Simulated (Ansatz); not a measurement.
```yaml
crystal:
  lattice:
    - [5.34567, 0.00000, 0.00000]
    - [0.00000, 5.34567, 0.00000]
    - [0.00000, 0.00000, 5.34567]
  atoms:
    - { symbol: Ba, position: [0.00000, 0.50000, 0.50000] }
    - { symbol: Ba, position: [0.50000, 0.00000, 0.50000] }
    - { symbol: Ba, position: [0.50000, 0.50000, 0.00000] }
    - { symbol: As, position: [0.00000, 0.00000, 0.00000] }
    - { symbol: N, position: [0.50000, 0.50000, 0.50000] }
```

These are PBEsol, rigid bands (plane waves, PAW, scalar-relativistic; Ansatz, a program for electronic structure) values and carry that method's errors. Geometry: cell and atoms relaxed with PBEsol.

**Question.** Is this a good metal at this level?

**Answer.** No. No gap shows, but r2SCAN opens one on the same cell, so the missing gap may be the functional's error (that test had no spin-orbit coupling). N(E_F) = 0.31 states/eV a cell at 300 K and the Drude plasma energy along the best axis is 0.49 eV, several times under that of a simple or noble metal.

Spin-orbit coupling is left out; it can open or close a small gap.

Computed structure with no diffraction record at hand here (it may be known, metastable or hypothetical): Ba3AsN (Pm-3m).
